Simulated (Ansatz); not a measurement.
Ansatz (a program for electronic structure) run on Cu (Fm-3m, 1 atom in the cell): self-consistent single point.

Computed with PBE (plane waves, PAW; Ansatz).

```xyz
1
Lattice="0.0000 1.8104 1.8104 1.8104 0.0000 1.8104 1.8104 1.8104 0.0000" Properties=species:S:1:pos:R:3 pbc="T T T"
Cu     0.0000     0.0000     0.0000
```

Reference input (self-consistent single point, DFT, PBE, plane waves, default PAW files): basis.ecutwfc = 30.9 Ry; kpoints.mp_grid.grid = 16 16 16; hamiltonian.xc = pbe; hamiltonian.pseudopotentials = {kind: paw} (the program's default PAW files); scf.occupations.method = gaussian; scf.occupations.width = 0.0073 Ry. This run's input differs from it in these lines:

Ansatz 0.2 input:
```diff
@@ -10,3 +10,3 @@
 kpoints:
-  mp_grid: { grid: [16, 16, 16] }
+  mp_grid: { grid: [8, 8, 8] }
 hamiltonian:
@@ -15,3 +15,3 @@
 scf:
-  occupations: { method: gaussian, width: 0.0073 Ry }
+  occupations: { method: gaussian, width: 0.022 Ry }
 output:
```

Output, abridged:

```
SCF iter   1: F=—  HF=-6625.155725 eV  |F-HF|=—  |Δ(HF+E_count)|=         —  Δρ=7.58e-4  dr2=1.69e-5  ethr=1.77e-3  ⟨swp⟩=4.2  Hψ=1895  notcnv=0
all-band conjugate gradients solve this SCF's bands
preconditioner: auto → none
SCF iter   2: F=—  HF=-6625.155855 eV  |F-HF|=—  |Δ(HF+E_count)|=   1.30e-4  Δρ=3.50e-4  dr2=2.59e-6  ethr=8.90e-8  ⟨swp⟩=3.2  Hψ=1041  notcnv=0
SCF iter   3: F=—  HF=-6625.155866 eV  |F-HF|=—  |Δ(HF+E_count)|=   1.12e-5  Δρ=1.67e-4  dr2=6.54e-7  ethr=1.36e-8  ⟨swp⟩=2.0  Hψ=562  notcnv=0
   [... lines left out ...]
SCF iter   4: F=-6625.155869 eV  HF=-6625.155869 eV  |F-HF|=1.79e-9  |Δ(HF+E_count)|=   2.96e-6  Δρ=6.94e-6  dr2=2.67e-9  ethr=3.44e-9  ⟨swp⟩=2.0  Hψ=535  notcnv=0
iter 5 did not close the SCF: its close was put off for the readings that it lacked (scf_convergence_deferred on its scf_iter line)
SCF iter   5: F=-6625.155869 eV  HF=-6625.155869 eV  |F-HF|=8.68e-10  |Δ(HF+E_count)|=  9.64e-11  Δρ=2.78e-6  dr2=3.67e-10  ethr=1.41e-11  ⟨swp⟩=2.4  Hψ=590  notcnv=0
SCF iter   6: F=-6625.155869 eV  HF=-6625.155869 eV  |F-HF|=3.00e-11  |Δ(HF+E_count)|=  1.74e-10  Δρ=1.63e-7  dr2=8.43e-13  ethr=1.93e-12  ⟨swp⟩=1.7  Hψ=1319  notcnv=0
SCF 1 converged in 6 iterations: F = -6625.155869 eV  dr2 = 8.43e-13
Free energy (F): -6625.155869 eV
Internal energy: -6625.128938 eV  (E = F + TS)
E sigma→0 (E₀):  -6625.142404 eV
Entropy (-TS):   -0.026931 eV (-26.931 meV/atom)
Fermi energy:    16.637755 eV
--- Forces (eV/Å), atoms counted from 1 ---
  atom   1  Cu    -0.00000000     0.00000000     0.00000000
--- Stress (GPa, compression-positive) ---
        1.649329       0.000000       0.000000
        0.000000       1.649329       0.000000
        0.000000      -0.000000       1.649329
  P = ⅓ Tr σ = 1.6493 GPa (16.493 kbar)
  The stress holds the Pulay correction. Without it, at fixed plane waves, as pw.x and ABINIT print it: P = 1.5276 GPa
```

The run converged in 6 iterations. Against the reference run the free energy goes up by 19.1 meV/atom and the pressure goes from 1.14 to 1.65 GPa.

The starting cell has typed, rounded lattice constants, without a prior relaxation at this level. Its lattice was rescaled by up to half a per cent. Spin polarisation is off. Ansatz's pressure includes its estimate of the finite-basis (Pulay) stress.
